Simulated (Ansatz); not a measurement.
# Ir under a change: uniaxial strain ε_xx = −1.88 %

The parent structure is Ir in the fcc (Cu type) structure (space group Fm-3m, No. 225; a = 3.8444 Å). Axes: x, y, z lie along the cube axes.

One thing is altered: uniaxial strain ε_xx = −1.88 %, all other strain components held at zero; the atoms relax in the strained cell.

Method: r2SCAN (Ansatz, an electronic-structure program, PAW, no spin-orbit coupling). Settings: 21×21×21 k-points, 0.05 eV Fermi–Dirac smearing.

The volume per atom falls by 0.267 Å³, from 14.20 Å³ to 13.94 Å³ and the space group goes from Fm-3m (No. 225) to I4/mmm (No. 139). The shortest interatomic distance drops by 0.025 Å, from 2.718 Å to 2.693 Å and the energy grows by 10 meV/atom. The pressure (mean of the normal stresses, compression positive) goes from zero to 7.6 GPa and the band gap stays zero. The stress (xx, yy, zz, yz, xz, xy; compression positive) comes out as (12.8, 5.0, 5.0, 0.0, 0.0, 0.0) GPa (rough).

Final structure:

```xyz
1
Lattice="0.0000 1.9222 1.9222 1.8861 0.0000 1.9222 1.8861 1.9222 0.0000" Properties=species:S:1:pos:R:3 pbc="T T T"
Ir     0.0000     0.0000     0.0000
```

Cost of the whole job for the changed cell (relaxation, final SCF and bands): about 21 core-seconds (a rough figure).

Without a gap, meshes like the base's 21×21×21 leave anisotropic stresses uncertain by several tenths of a GPa, and small strain energies with them. No phonon test of stability was made. The final runs are not spin-polarised.
